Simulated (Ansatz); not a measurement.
**A computed series for hypothetical fluorite SnBr2: response to strain**

The parent structure is SnBr2 in the fluorite structure (space group Fm-3m, No. 225; a hypothetical phase, not in the database extracts checked).

```
SnBr2
1.0
    0.00000     3.58916     3.58916
    3.58916     0.00000     3.58916
    3.58916     3.58916     0.00000
Sn Br
1 2
Cartesian
  0.00000   0.00000   0.00000
  1.79458   1.79458   1.79458
  5.38374   5.38374   5.38374
```

Cartesian axes are those of the cell as printed.

Strains are applied to the cell and any free atomic positions relax; under biaxial strain the out-of-plane vector relaxes too.

Computed with PBEsol (Ansatz, an electronic-structure program), no spin-orbit coupling.

Notes on the quantities. pressure: mean of the normal stresses, compression positive.

| variant | pressure | gap character | smallest direct gap | space group |
|---|---|---|---|---|
| base | 0.00 GPa | indirect, L → a point along ⟨100⟩, about 0.4 Å⁻¹ from Γ | 2.64 eV | Fm-3m (No. 225) |
| biaxial strain −0.48 %, plane normal [001], relaxed out of plane | 0.26 GPa | indirect, N → k = (1/4, 1/4, 0) in the run's primitive reciprocal basis | 2.63 eV | I4/mmm (No. 139) |
| biaxial strain +2.28 %, plane normal [001], relaxed out of plane | -1.13 GPa | indirect, N → Γ–M (55 % along) | 2.33 eV | I4/mmm (No. 139) |
| biaxial strain −4.65 %, plane normal [110], relaxed out of plane | 2.00 GPa | indirect, R → Γ–X (50 % along) | 2.48 eV | Immm (No. 71) |
| biaxial strain −1.13 %, plane normal [110], relaxed out of plane | 0.36 GPa | indirect, S → k = (0, -1/2, 1/4) in the run's primitive reciprocal basis | 2.58 eV | Immm (No. 71) |
| isotropic strain −3.46 % | 5.04 GPa | – | 2.88 eV | Fm-3m (No. 225) |
| isotropic strain −1.35 % | 1.69 GPa | indirect, L → a point along ⟨100⟩, about 0.4 Å⁻¹ from Γ | 2.73 eV | Fm-3m (No. 225) |
| uniaxial strain ε_xx = −3.97 % | 1.70 GPa | indirect, N → Γ–M (50 % along) | 2.43 eV | I4/mmm (No. 139) |
| uniaxial strain ε_xx = −2.50 % | 1.02 GPa | indirect, N → k = (0, 1/4, 1/4) in the run's primitive reciprocal basis | 2.51 eV | I4/mmm (No. 139) |
| tensor shear ε_xy = −0.92 % | 0.00 GPa | indirect, R → k = (0, 1/4, 1/4) in the run's primitive reciprocal basis | 2.64 eV | Immm (No. 71) |

Stability against distortions was not tested. Labels are those of the standard path for the cell's own space group.
